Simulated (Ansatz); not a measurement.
Start from TaSi2 (space group P6_222, No. 180; a = 4.803 Å, c = 6.603 Å).

Method: PBE/PAW in Ansatz (a first-principles code), no SOC.

Base values:

| Quantity | Value |
|---|---|
| Pressure | 0.0 GPa |

One thing is altered: the cell is scaled by 1.0472 in all directions, atoms relaxed at fixed cell.

Q: What does the calculation give for the pressure and energy relative to the base after the change?

A: The pressure (mean of the normal stresses, compression positive) goes from zero to -18.9 GPa; the energy increases by 146 meV/atom.

The cells carry an imposed strain or load. Whether these cells are dynamically stable was not tested. All final runs are without spin polarisation. An odd electron count without spin: TaSi2.
